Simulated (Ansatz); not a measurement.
Li3OBr (Pm-3m, No. 221; start mp-28593) was calculated with G0W0@PBEsol (plane waves, hard PAW, contour deformation; Ansatz, an electronic-structure program).

The same calculation (at the PBEsol cell, 12.208 Å³/atom) with different numerical settings; throughout: k mesh 2×2×2:

```json
[
 {"run": "1", "response cutoff (eV)": "100", "empty bands": "255", "quasiparticle gap on the mesh (eV)": "6.045", "quasiparticle gap at Γ (eV)": "6.745", "rough time": "30 core-s"},
 {"run": "2", "response cutoff (eV)": "150", "empty bands": "468", "quasiparticle gap on the mesh (eV)": "6.183", "quasiparticle gap at Γ (eV)": "6.868", "rough time": "60 core-s"},
 {"run": "3", "response cutoff (eV)": "200", "empty bands": "720", "quasiparticle gap on the mesh (eV)": "6.278", "quasiparticle gap at Γ (eV)": "6.934", "rough time": "100 core-s"},
 {"run": "4", "response cutoff (eV)": "250", "empty bands": "1007", "quasiparticle gap on the mesh (eV)": "6.342", "quasiparticle gap at Γ (eV)": "6.977", "rough time": "4 core-min"},
 {"run": "5", "response cutoff (eV)": "300", "empty bands": "1323", "quasiparticle gap on the mesh (eV)": "6.384", "quasiparticle gap at Γ (eV)": "7.002", "rough time": "8 core-min"},
 {"run": "6", "response cutoff (eV)": "400", "empty bands": "2037", "quasiparticle gap on the mesh (eV)": "6.434", "quasiparticle gap at Γ (eV)": "7.028", "rough time": "20 core-min"},
 {"run": "7", "response cutoff (eV)": "500", "empty bands": "2847", "quasiparticle gap on the mesh (eV)": "?", "quasiparticle gap at Γ (eV)": "?", "rough time": "40 core-min"}
]
```

Question: Complete the blanks.

Answer: 
- 7, quasiparticle gap on the mesh (eV): 6.461
- 7, quasiparticle gap at Γ (eV): 7.040

In the column quasiparticle gap on the mesh (eV) the first row differs from the last by -0.416 and the next to last by -0.027.

The last row is no converged limit: other settings stay fixed.

Spin–orbit coupling is not included.

A start named mp-… is a Materials Project structure, which can be a computed phase never made.
